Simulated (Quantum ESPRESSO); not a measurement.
A working Quantum ESPRESSO input for TeW3O12 (P1, 16 atoms in the cell) (DFT, LDA (PZ), plane waves, GBRV 1.5 ultrasoft (LDA) pseudopotentials):

```fortran
&control
   calculation = 'scf'
   outdir = './tmp'
   pseudo_dir = './'
   tprnfor = .true.
   tstress = .true.
/
&system
   ibrav = 0
   nat = 16
   ntyp = 3
   ecutwfc = 40
   ecutrho = 320
   occupations = 'fixed'
   nbnd = 64
/
&electrons
   conv_thr = 1.0d-10
   mixing_beta = 0.3
/
ATOMIC_SPECIES
Te   127.6000  te_lda_v1.uspp.F.UPF
W    183.8400  w_lda_v1.2.uspp.F.UPF
O     15.9990  o_lda_v1.2.uspp.F.UPF
CELL_PARAMETERS angstrom
   5.1400500000     0.0000000000     0.0000000000
   0.0010480000     5.3129100000     0.0000000000
   0.0003090000     0.3186200000     7.3743900000
ATOMIC_POSITIONS crystal
Te    0.4991500000    0.5016500000    0.5011800000
W     0.0047400000    0.0024200000    0.4805400000
W     0.4940100000    0.4606100000    0.0013000000
W     0.0008700000    0.9601500000    0.9805800000
O     0.7083800000    0.7911500000    0.4498300000
O     0.9064600000    0.9952100000    0.7456900000
O     0.7038500000    0.1933700000    0.0449900000
O     0.7897800000    0.2922600000    0.4503800000
O     0.1986200000    0.2913200000    0.9543700000
O     0.5967000000    0.4962200000    0.7502900000
O     0.4054200000    0.5009800000    0.2498400000
O     0.7987500000    0.6929500000    0.0439900000
O     0.2078600000    0.7098400000    0.5482900000
O     0.3020500000    0.7912500000    0.9522100000
O     0.0920900000    0.0020900000    0.2445800000
O     0.2912600000    0.2089400000    0.5471400000
K_POINTS automatic
4 4 3  0 0 0
```

The run converged in 19 iterations: free energy E − TS -12135.2174 eV; top of the valence band (on the code's own zero) 6.24 eV; gap on the k-point mesh 1.80 eV; pressure 0.24 GPa; largest force (vector length) 1.924 eV/Å. Each of these slips is then made, one at a time:

(1)
```diff
-   ntyp = 3
+   ntyp = 4
```

(2)
```diff
-O     0.2912600000    0.2089400000    0.5471400000
+O1     0.2912600000    0.2089400000    0.5471400000
```

**Question.** Predict the outcome of each change.

**Answer.** 
(1) A species count that does not match the list of species. The program stopped before any SCF iteration.
```
Error in routine  card_atomic_species (5010):
cannot read atomic specie from: CELL_PARAMETERS angstrom
```

(2) An atom label that is not in the list of species. The program stopped before any SCF iteration.
```
Error in routine read_cards (16):
species O1 in ATOMIC_POSITIONS is nonexistent
```

The starting cell comes from a database of computed structures (which also holds hypothetical and non-ambient phases and stackings), without a prior relaxation at this level. Spin-orbit coupling is off. In the base run, forces exceed 1 eV/Å.

Left out of this page: 4 runs of the series outside the window shown, repeating another row's setting, or not comparable.
